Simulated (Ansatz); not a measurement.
We look at the formation energy of 2 Cu_Al in Al (fcc, Fm-3m). Reaction: 18 Al (fcc) + 2 Al2Cu (I4/mcm) → cell A.

Cell A: a supercell of 24 sites of Al (fcc, Fm-3m) with two times Cu on an Al site (8 Al at 2.64 Å and 4 Cu at 2.86 Å); the closest two of these centres are 2.9 Å apart; spin state with PBE: run without spin, k-point mesh 11×11×2.
```yaml
crystal:
  lattice:
    - [4.04057, 0.00000, 0.00000]
    - [0.00000, 4.04057, 0.00000]
    - [0.00000, 0.00000, 24.24340]
  atoms:
    - { symbol: Al, position: [0.00000, 0.00000, 0.00444] }
    - { symbol: Al, position: [0.00000, 0.50000, 0.08943] }
    - { symbol: Al, position: [0.50000, 0.00000, 0.08943] }
    - { symbol: Al, position: [0.50000, 0.50000, 0.00444] }
    - { symbol: Al, position: [0.00000, 0.00000, 0.17553] }
    - { symbol: Al, position: [0.00000, 0.50000, 0.26299] }
    - { symbol: Al, position: [0.50000, 0.00000, 0.26299] }
    - { symbol: Al, position: [0.50000, 0.50000, 0.17553] }
    - { symbol: Cu, position: [0.00000, 0.00000, 0.33333] }
    - { symbol: Al, position: [0.00000, 0.50000, 0.40368] }
    - { symbol: Al, position: [0.50000, 0.00000, 0.40368] }
    - { symbol: Cu, position: [0.50000, 0.50000, 0.33333] }
    - { symbol: Al, position: [0.00000, 0.00000, 0.49114] }
    - { symbol: Al, position: [0.00000, 0.50000, 0.57723] }
    - { symbol: Al, position: [0.50000, 0.00000, 0.57723] }
    - { symbol: Al, position: [0.50000, 0.50000, 0.49114] }
    - { symbol: Al, position: [0.00000, 0.00000, 0.66222] }
    - { symbol: Al, position: [0.00000, 0.50000, 0.74759] }
    - { symbol: Al, position: [0.50000, 0.00000, 0.74759] }
    - { symbol: Al, position: [0.50000, 0.50000, 0.66222] }
    - { symbol: Al, position: [0.00000, 0.00000, 0.83333] }
    - { symbol: Al, position: [0.00000, 0.50000, 0.91908] }
    - { symbol: Al, position: [0.50000, 0.00000, 0.91908] }
    - { symbol: Al, position: [0.50000, 0.50000, 0.83333] }
```

Reference: Al (fcc, Fm-3m), 24 atoms in the cell, the relaxed perfect crystal repeated, atoms not moved again, k-point mesh 11×11×2 on the run's own vectors.

Reference: Al2Cu (I4/mcm), 6 atoms in the cell; spin state with PBE: run without spin, k-point mesh 12×12×12 on the run's own vectors. Conventional cell: a = b = 6.060 Å, c = 4.873 Å, α = β = γ = 90.00°.

Plane-wave PAW calculations with Ansatz (a first-principles code), its PAW set soft_1, cutoff 420 eV, 500 eV for r2SCAN. The structures are at rest with PBE, within the held lattices; other levels are single points on them. Neutral cells; Fermi-Dirac smearing of at most 0.10 eV in the solids, energies taken to zero width. The lattices are those relaxed with PBE, so at other levels the solids can be strained, which adds to the spread. Larger cells are relaxed from a start prepared with the learned potential CHGNet till forces fall under 0.03 eV/Å, which some starts already meet. A dispersion term (D3(BJ), or D4 for r2SCAN) was computed beside these levels and is taken off wherever the name lacks it. Space groups of crystals are read within 0.01 Å. Static lattices, no vibrational contributions. The structures are the rest points that the relaxations reached, not proven lowest. No correction for cell size. The cell is small for its defects, so this is an ordered compound on the host's lattice rather than an isolated defect. Cell A has symmetry P4/mmm within 0.02 Å and got no random move, so less symmetric positions, which may lie lower, weren't tried.

Q: What is the computed value (r2SCAN)?

A: 0.59 eV, for 18 Al (fcc) + 2 Al2Cu (I4/mcm) → cell A.

Q: List the value at the remaining levels and say how far they part.

A: 
```json
[
 {"Functional": "PBE", "value (eV)": "0.40", "less r2SCAN": "-0.19"}
]
```

The levels shown span 0.19 eV, from PBE (0.40) to r2SCAN (0.59).
